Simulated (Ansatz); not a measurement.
## Pt (model structure, started from the diamond type, Fd-3m, No. 227, 2 atoms in the cell): cohesive energy by level of theory

No measured value is used here.

```json
[
 {"level (code)": "LDA (Ansatz)", "value (eV/atom)": "…", "cell (Å³/atom)": "22.48"},
 {"level (code)": "PBE (Ansatz)", "value (eV/atom)": "4.46", "cell (Å³/atom)": "24.08"},
 {"level (code)": "PBEsol (Ansatz)", "value (eV/atom)": "5.13", "cell (Å³/atom)": "23.00"},
 {"level (code)": "r²SCAN (Ansatz)", "value (eV/atom)": "4.55", "cell (Å³/atom)": "23.40"}
]
```

Task: What belongs in the gaps?

Result: 
- LDA (Ansatz, an electronic-structure program), value (eV/atom): 5.80

Density-functional levels without +SOC have no spin–orbit coupling, which shifts binding energies of heavy elements. PBE, PBEsol: the free atom's electronic state is in doubt. Each level is taken at its own relaxed cell. Cutoffs differ between the levels. Ansatz's density-functional and Hartree–Fock values are scalar-relativistic unless marked +SOC, with PAW data made under PBE.

A model structure was made by putting elements into a prototype or built by hand; it is no filed structure, need not be a known phase, and can be a saddle point held by its symmetry.
